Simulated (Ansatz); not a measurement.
Defect migration in beta Ga2O3 with all lengths changed by +1 %: O vacancy, charge state +2. All values below come from PBE, PAW (plane waves to 420 eV; Ansatz, a quantum-chemistry and plane-wave program).

Cell of 120 host sites held at the strained lattice (strain from the relaxed PBE one, atoms relaxed); the Γ point alone; Fermi-Dirac width 0.01 eV, spin-restricted; finite-size errors left in. No zero-point or tunnelling terms. The charge state is imposed; whether it is stable for some Fermi level was not computed. Forms of the defect that were not tried may lie lower.

Barriers: single points on a 2×2×2 k-point mesh shifted by half a step at the bands' geometries (they differ from the bands' own by up to 0.09 eV, and are uncertain by about as much).

Relaxed starting cell (atoms counted from 1):

```
CELL_PARAMETERS angstrom
     12.57951     0.00000     0.00000
      0.00000     9.34277     0.00000
     -2.81058     0.00000    11.53459
ATOMIC_POSITIONS crystal
  Ga 0.02957 0.99994 0.44353
  Ga 0.08832 0.99997 0.89981
  Ga 0.09084 0.33176 0.39534
  Ga 0.08645 0.33470 0.89037
  Ga 0.09083 0.66804 0.39535
  Ga 0.08646 0.66524 0.89038
  Ga 0.41044 0.16558 0.10197
  Ga 0.40879 0.16626 0.60192
  Ga 0.40954 0.50008 0.10097
  Ga 0.41054 0.49976 0.60208
  Ga 0.41042 0.83460 0.10195
  Ga 0.40884 0.83326 0.60199
  Ga 0.15786 0.18214 0.14300
  Ga 0.15920 0.16911 0.66239
  Ga 0.15931 0.49997 0.15534
  Ga 0.15788 0.49986 0.65163
  Ga 0.15787 0.81781 0.14307
  Ga 0.15920 0.83064 0.66237
  Ga 0.36223 0.99971 0.34657
  Ga 0.34153 0.00001 0.84404
  Ga 0.34204 0.33290 0.34326
  Ga 0.34202 0.33389 0.84241
  Ga 0.34203 0.66649 0.34338
  Ga 0.34200 0.66614 0.84243
  O  0.15654 0.99999 0.06243
  O  0.15301 0.99986 0.56107
  O  0.16370 0.33993 0.04681
  O  0.16032 0.33074 0.55263
  O  0.16368 0.66007 0.04684
  O  0.16031 0.66898 0.55264
  O  0.33913 0.16147 0.44163
  O  0.33818 0.16711 0.94559
  O  0.33785 0.49968 0.44395
  O  0.33964 0.50002 0.94365
  O  0.33923 0.83792 0.44171
  O  0.33814 0.83294 0.94559
  O  0.17472 0.99996 0.78890
  O  0.17509 0.32982 0.27909
  O  0.17408 0.33325 0.78064
  O  0.17509 0.66998 0.27909
  O  0.17408 0.66661 0.78066
  O  0.32016 0.15752 0.21629
  O  0.32452 0.16535 0.71616
  O  0.32481 0.50001 0.21581
  O  0.32424 0.49985 0.71456
  O  0.32012 0.84267 0.21636
  O  0.32452 0.83438 0.71617
  O  0.49528 0.00006 0.13168
  O  0.49383 0.99978 0.62647
  O  0.49338 0.33263 0.13049
  O  0.49420 0.33196 0.62590
  O  0.49335 0.66753 0.13048
  O  0.49422 0.66755 0.62594
  O  0.00238 0.16941 0.36237
  O  0.00408 0.16648 0.87288
  O  0.00672 0.49990 0.36850
  O  0.00197 0.49997 0.86755
  O  0.00239 0.83040 0.36240
  O  0.00409 0.83345 0.87290
  Ga 0.59514 0.17038 0.40010
  Ga 0.58752 0.16669 0.89733
  Ga 0.58845 0.49978 0.39604
  Ga 0.58732 0.50003 0.89507
  Ga 0.59513 0.82914 0.40011
  Ga 0.58752 0.83335 0.89734
  Ga 0.91511 0.99998 0.10503
  Ga 0.90897 0.99986 0.61642
  Ga 0.91171 0.33434 0.10167
  Ga 0.90881 0.33423 0.60160
  Ga 0.91174 0.66559 0.10172
  Ga 0.90883 0.66553 0.60163
  Ga 0.65817 0.00003 0.15590
  Ga 0.65522 0.99980 0.65991
  Ga 0.65572 0.33525 0.15467
  Ga 0.65769 0.33350 0.65704
  Ga 0.65571 0.66484 0.15471
  Ga 0.65770 0.66608 0.65705
  Ga 0.84013 0.17527 0.33460
  Ga 0.83993 0.16725 0.84613
  Ga 0.84291 0.49990 0.34261
  Ga 0.84013 0.49995 0.84073
  Ga 0.84015 0.82453 0.33463
  Ga 0.83994 0.83267 0.84616
  O  0.65784 0.16730 0.05528
  O  0.66423 0.16539 0.55692
  O  0.65691 0.50006 0.05287
  O  0.65915 0.49977 0.55362
  O  0.65783 0.83278 0.05529
  O  0.66422 0.83416 0.55693
  O  0.86900 0.99987 0.44882
  O  0.84117 0.99997 0.94874
  O  0.83866 0.33407 0.44360
  O  0.83909 0.33420 0.94550
  O  0.83867 0.66571 0.44362
  O  0.83913 0.66573 0.94554
  O  0.67773 0.16539 0.28502
  O  0.67339 0.16632 0.78448
  O  0.67366 0.49989 0.28171
  O  0.67319 0.49994 0.78215
  O  0.67774 0.83434 0.28502
  O  0.67340 0.83356 0.78450
  O  0.82640 0.99994 0.21554
  O  0.82302 0.99989 0.72247
  O  0.82485 0.33533 0.21352
  O  0.82477 0.33318 0.71653
  O  0.82486 0.66457 0.21354
  O  0.82477 0.66657 0.71655
  O  0.99967 0.16845 0.12909
  O  0.99422 0.16667 0.62879
  O  0.99801 0.49995 0.12694
  O  0.99514 0.49987 0.62654
  O  0.99969 0.83151 0.12912
  O  0.99423 0.83307 0.62887
  O  0.51514 0.99977 0.37248
  O  0.50306 0.00001 0.87129
  O  0.50421 0.33148 0.37064
  O  0.50314 0.33312 0.86960
  O  0.50420 0.66806 0.37063
  O  0.50312 0.66692 0.86963
```
Cell charge +2.

End state 1 differs by these moves (Å; atoms that move under 0.08 Å are left out):

```tsv
atom	element	Δx	Δy	Δz
1	Ga	0.87	0.01	-0.54
7	Ga	0.87	0.01	-0.54
13	Ga	-0.29	-0.14	0.10
14	Ga	0.00	-0.02	-0.09
17	Ga	-0.05	0.15	0.14
19	Ga	-0.29	-0.14	0.10
20	Ga	0.00	-0.02	-0.09
21	Ga	-0.05	0.15	0.14
25	O	0.05	0.05	-0.06
26	O	0.12	0.00	-0.09
27	O	-0.08	-0.11	0.12
29	O	-0.06	0.06	0.09
31	O	0.05	0.05	-0.06
32	O	0.12	0.00	-0.09
33	O	-0.06	0.06	0.09
35	O	-0.08	-0.11	0.12
42	O	-1.97	-1.39	0.76
60	Ga	-0.13	-0.04	-0.08
61	Ga	0.07	0.00	-0.18
64	Ga	-0.09	0.03	-0.04
66	Ga	-0.13	-0.04	-0.08
67	Ga	0.07	0.00	-0.18
68	Ga	-0.09	0.03	-0.04
72	Ga	-0.02	-0.08	0.09
73	Ga	0.07	-0.01	-0.09
74	Ga	0.01	0.06	0.11
78	Ga	-0.02	-0.08	0.09
79	Ga	0.07	-0.01	-0.09
82	Ga	0.01	0.06	0.11
84	O	-0.34	-0.01	-0.06
85	O	-0.06	0.01	-0.08
90	O	-0.34	-0.01	-0.06
91	O	-0.06	0.01	-0.08
97	O	0.05	0.00	-0.10
103	O	0.05	0.00	-0.10
108	O	-0.19	-0.02	-0.04
114	O	-0.19	-0.02	-0.04
```

### Question
What forward and backward barriers to end state 1 does PBE, PAW give?

### Answer
forward 1.15 eV, backward 1.15 eV; at the saddle point atom 42 has neighbours 2 Ga at 1.78 Å. The saddle point's order was not checked, and it lies on a symmetry element of the cell, where a band can be held.
